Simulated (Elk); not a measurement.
```xyz
2
Lattice="0.0000 2.9129 2.9129 2.9129 0.0000 2.9129 2.9129 2.9129 0.0000" Properties=species:S:1:pos:R:3 pbc="T T T"
Y      0.0000     0.0000     0.0000
As     2.9129     2.9129     2.9129
```

Method: PBEsol, all-electron FP-LAPW, Elk's shipped species files, default APW+lo basis in Elk 10.2.4.

The set-up and first iterations of an Elk log for YAs (Fm-3m, 2 atoms in the cell):

```
│ Elk code version 10.2.4 │

All units are atomic (Hartree, Bohr, etc.)

│ Ground-state run starting from atomic densities │

Lattice vectors :
   0.000000000       5.504658818       5.504658818
   5.504658818       0.000000000       5.504658818
   5.504658818       5.504658818       0.000000000

Unit cell volume      :    333.5962918
Brillouin zone volume :   0.7435640609

Muffin-tin inner radius fraction :   0.1000000000E-01

Nuclei treated as point charges

Species :    1 (Y)
 parameters loaded from : Y.in
 name : yttrium
 nuclear charge    :   -39.00000000
 electronic charge :    39.00000000
 atomic mass :    162065.4502
 muffin-tin radius :    2.600000000
 number of radial points in muffin-tin :    597
 atomic positions (lattice), magnetic fields (Cartesian) :
   1 :   0.00000000  0.00000000  0.00000000    0.00000000  0.00000000  0.00000000

Species :    2 (As)
 parameters loaded from : As.in
 name : arsenic
   [... lines left out ...]
 using average radius
Maximum |G+k| for APW functions       :    2.800000000
Maximum (1/2)|G+k|²                   :    3.920000000
Maximum |G| for potential and density :    12.00000000
 potential will be trimmed for |G| > 2 gkmax
Constant for pseudocharge density :    8
Radial integration step length :    4

G-vector grid sizes :     30    30    30
Number of G-vectors :     9721

Maximum angular momentum used for
 APW functions                      :    8
 outer part of muffin-tin           :    6
 inner part of muffin-tin           :    1

Total nuclear charge    :   -72.00000000
Total core charge       :    46.00000000
Total valence charge    :    26.00000000
Total excess charge     :    0.000000000
Total electronic charge :    72.00000000

Effective Wigner radius, rₛ :    1.034189291

Number of empty states         :    8
Total number of valence states :   21
Total number of core states    :   46

Total number of local-orbitals :   28

Exchange-correlation functional :     22     0     0
 PBEsol, Phys. Rev. Lett. 100, 136406 (2008)
 gradient requirement :    1
 generalised gradient approximation (GGA)

Smearing type :    1
 Methfessel-Paxton order 1, Phys. Rev. B 40, 3616 (1989)
Smearing width :   0.1837470000E-02
Effective electronic temperature (K) :    580.2271348

Mixing type :    3
 Broyden mixing, J. Phys. A: Math. Gen. 17, L317 (1984)

Kohn-Sham potential initialised from atomic data
│ Self-consistent loop started │
│ Loop number : 1 │
 total energy                :     -5654.13592297
│ Loop number : 2 │
 total energy                :     -5653.95485513
RMS change in Kohn-Sham potential (target) :   0.3748550246     (  0.1000000000E-05)
Absolute change in total energy (target)   :   0.1810678363     (  0.1000000000E-03)
│ Loop number : 3 │
 total energy                :     -5651.44675163
RMS change in Kohn-Sham potential (target) :   0.2763784771     (  0.1000000000E-05)
Absolute change in total energy (target)   :    2.553370463     (  0.1000000000E-03)
│ Loop number : 4 │
 total energy                :     -5648.77872463
RMS change in Kohn-Sham potential (target) :   0.7286409455     (  0.1000000000E-05)
Absolute change in total energy (target)   :    3.306369613     (  0.1000000000E-03)
│ Loop number : 5 │
 total energy                :     -5652.53766856
RMS change in Kohn-Sham potential (target) :   0.3967020032     (  0.1000000000E-05)
Absolute change in total energy (target)   :    2.932351527     (  0.1000000000E-03)
│ Loop number : 6 │
 total energy                :     -5647.85367484
RMS change in Kohn-Sham potential (target) :   0.1804148851     (  0.1000000000E-05)
Absolute change in total energy (target)   :    3.950905841     (  0.1000000000E-03)
│ Loop number : 7 │
 total energy                :     -5649.79703093
RMS change in Kohn-Sham potential (target) :   0.9436527154     (  0.1000000000E-05)
   [... lines left out ...]
```

Problem. How does the run end?

Solution. The run ended unconverged after 200 iterations. It gives no final result for the task that was set. The log goes on:

```
Absolute change in total energy (target)   :   0.3682675702     (  0.1000000000E-03)
│ Loop number : 134 │
 total energy                :     -5643.72706497
   [... lines left out ...]
RMS change in Kohn-Sham potential (target) :   0.5436106956     (  0.1000000000E-05)
Absolute change in total energy (target)   :   0.7216966979E-01 (  0.1000000000E-03)
│ Loop number : 198 │
 total energy                :     -5643.26519248
RMS change in Kohn-Sham potential (target) :   0.3294936654     (  0.1000000000E-05)
Absolute change in total energy (target)   :   0.4422547812     (  0.1000000000E-03)
│ Loop number : 199 │
 total energy                :     -5643.74584675
RMS change in Kohn-Sham potential (target) :   0.7492211805     (  0.1000000000E-05)
Absolute change in total energy (target)   :   0.3700905761     (  0.1000000000E-03)
│ Loop number : 200 │
Reached self-consistent loops maximum

Energies :
 Fermi                       :     0.209687715542
 total energy                :     -5643.72548209

Density of states at Fermi energy :    717.5433822
 (states/Hartree/unit cell)

Estimated indirect band gap :   0.1347664297
 from k-point      1 to k-point      1
Estimated direct band gap   :   0.1347664297
 at k-point      1

Charges :
 core                        :    46.00000000
 valence                     :    26.00000000
 interstitial                :    2.777936435
 muffin-tins (core leakage)
  species :    1 (Y)
   atom    1                 :    35.96281741     (  0.1002327005E-04)
  species :    2 (As)
   atom    1                 :    33.25924616     (  0.1411948718E-03)
 total in muffin-tins        :    69.22206356
 total calculated charge     :    71.99316312
 total charge                :    72.00000000
 error                       :   0.6836882901E-02

│ Self-consistent loop stopped │
```

The starting cell comes from a database of computed structures (which also holds hypothetical and non-ambient phases and stackings), without a prior relaxation at this level. Values depend on the basis (sphere radii, cutoffs, local orbitals), which need not be converged.

The run was DFT, PBEsol, all-electron FP-LAPW, Elk's shipped species files, default APW+lo basis. Main settings of its input:

| setting | value |
|---|---|
| xctype | 22 |
| rgkmax | 7 |
| stype | 1 |
| swidth | 0.00183747 Ha |
| ngridk | 1 1 1 |
